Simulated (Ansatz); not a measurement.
A one-dimensional Ir body, 17 atoms a period, stretched and compressed along its axis from its relaxed period of 2.663 Å, atoms relaxed at each length.

```xyz
17
Lattice="19.0000 0.0000 0.0000 0.0000 19.5000 0.0000 0.0000 0.0000 2.6631" Properties=species:S:1:pos:R:3 pbc="T T T"
Ir     5.6769     7.0767     1.3315
Ir     5.6674     9.7500     1.3315
Ir     5.6769    12.4233     1.3315
Ir     7.5107     5.7911     0.0000
Ir     9.5000     6.9482     1.3315
Ir     7.5676     8.4226     0.0000
Ir     9.5000     9.7500     1.3315
Ir     7.5676    11.0774     0.0000
Ir     9.5000    12.5518     1.3315
Ir     7.5107    13.7089     0.0000
Ir    11.4893     5.7911     0.0000
Ir    13.3231     7.0767     1.3315
Ir    11.4324     8.4226     0.0000
Ir    13.3326     9.7500     1.3315
Ir    11.4324    11.0774     0.0000
Ir    13.3231    12.4233     1.3315
Ir    11.4893    13.7089     0.0000
```

Level of theory: PBE (plane waves to 420 eV, PAW; Ansatz, an electronic-structure program). Mesh 1×1×24. No spin polarisation, so a magnetic state wasn't tested. Isolated but for its images some 11 Å away. A hypothetical model. It keeps the symmetry and period of its start, so it need not be a minimum against all distortions. Values not marked SOC lack spin–orbit coupling. Buckling under compression is shut out by symmetry and the short period. Energies are free energies at a Fermi–Dirac width of 0.05 eV, from the unstrained cell.

```csv
strain (%),energy (meV a period),axial force (nN)
-3.0,+445,-18.82
-1.5,+106,-8.72
0.0,0,+0.01
+1.5,[?],[?]
+3.0,[?],[?]
+6.0,+1252,+22.01
```

Problem. What belongs in the gaps?

Solution. 
- +1.5, energy (meV a period): +94
- +1.5, axial force (nN): +7.31
- +3.0, energy (meV a period): +353
- +3.0, axial force (nN): +13.33
